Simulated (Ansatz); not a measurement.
SnS₂ in the rutile structure (space group P4_2/mnm, No. 136; a hypothetical phase, not in the database extracts checked)

```cif
data_S4Sn2
_chemical_formula_sum 'Sn2 S4'
_space_group_name_H-M_alt 'P42/mnm'
_space_group_IT_number 136
_space_group_name_Hall '-P 4n 2n'
_cell_length_a 6.07000
_cell_length_b 6.07000
_cell_length_c 3.78845
_cell_angle_alpha 90.000
_cell_angle_beta 90.000
_cell_angle_gamma 90.000
loop_
_atom_site_label
_atom_site_type_symbol
_atom_site_symmetry_multiplicity
_atom_site_Wyckoff_symbol
_atom_site_fract_x
_atom_site_fract_y
_atom_site_fract_z
_atom_site_occupancy
Sn1 Sn 2 a 0.00000 0.00000 0.00000 1
S1 S 4 f 0.30670 0.30670 0.00000 1
```

Level of theory: plane-wave PAW DFT at the PBEsol level (Ansatz, a program for electronic structure, 420 eV), without spin-orbit coupling. Settings: 8×8×12 k-points, 0.05 eV Fermi–Dirac smearing.

- Volume per atom: 23.26 Å³
- Density: 4.35 g/cm³
- Band gap: zero
- Total energy: -2573.430 eV/atom (σ→0; compares only within this code and set-up)

No phonon test of stability was made. The final runs are not spin-polarised. The zero or small gap of SnS2 can change with the level of theory.
